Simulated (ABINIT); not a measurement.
Pressure against volume in zinc-blende BP (space group 216) (ABINIT, LDA)

```yaml
crystal:
  lattice:
    - [0.00000, 2.18171, 2.18171]
    - [2.18171, 0.00000, 2.18171]
    - [2.18171, 2.18171, 0.00000]
  atoms:
    - { symbol: B, position: [0.00000, 0.00000, 0.00000] }
    - { symbol: P, position: [0.75000, 0.75000, 0.75000] }
```

Computed with LDA (PW92), norm-conserving pseudopotentials (PseudoDojo nc-sr-04 LDA standard) (plane waves; ABINIT 10.0.3). Settings: pseudos = [B.upf, P.upf]; ecut = 1333 eV; ixc = 7; occopt = 3; tsmear = 0.00036749 Ha; ngkpt = 13 13 13; nshiftk = 1; shiftk = 0 0 0; potentials = PseudoDojo nc-sr-04 LDA standard; nband = 9; kptopt = 1; nstep = 100; tolvrs = 1e-11. The cell above is the first row's. The rows scale it uniformly. In all rows fractional positions and the k mesh are held.

```csv
V (Å^3/atom),P (GPa)
10.385,17.12
10.610,12.23
10.836,7.79
11.062,3.76
11.288,0.08
11.513,-3.26
11.739,-6.29
11.965,-9.06
12.191,?
```

Taking a cubic for P over the 8 complete rows: With u = V - 11.2, the rows have u = -0.8150, -0.5900, -0.3640, -0.1380, 0.0880, 0.3130, 0.5390, 0.7650. Least squares gives P = 1.463 - 16.0749·u + 3.4199·u² - 0.5137·u³. Residuals (row less fit): 0.006, -0.013, -0.002, 0.012, 0.005, -0.011, -0.002, 0.003; standard error 0.011 (degrees of freedom: 4). The fitted pressure is zero at V0 = 11.29, where dP/dV = -15.45, so B0 = -V0·dP/dV = 175 GPa.

Question: Predict the withheld P at V = 12.191 from the fit, and compare with the calculation.

Answer: u = 0.9910, so P = 1.463 - 16.0749 × 0.9910 + 3.4199 × 0.9910² - 0.5137 × 0.9910³ = -11.609 GPa. The calculation gives -11.57 GPa, 0.039 GPa above the prediction (0.1 % of the range of P in the table). The row lies outside the fitted rows, so this is an extrapolation. From the scatter of the fitted rows alone, a prediction at this place has a standard error of 0.030 GPa, so the miss is 1.3 times that.

Carrying the step between the two nearest rows on in a straight line would have given -11.83, off by 0.26; series whose last step already gives the withheld value aren't shown. The scan was laid around a cell of about the measured size, scaled by a guess for this functional. The runs keep the symmetry of the cell, so they don't test it for distortions. Cutoffs and mesh are single choices, not tested for convergence of this quantity. Series with a scatter that would blur these digits, or in which a gap closes, are not shown.
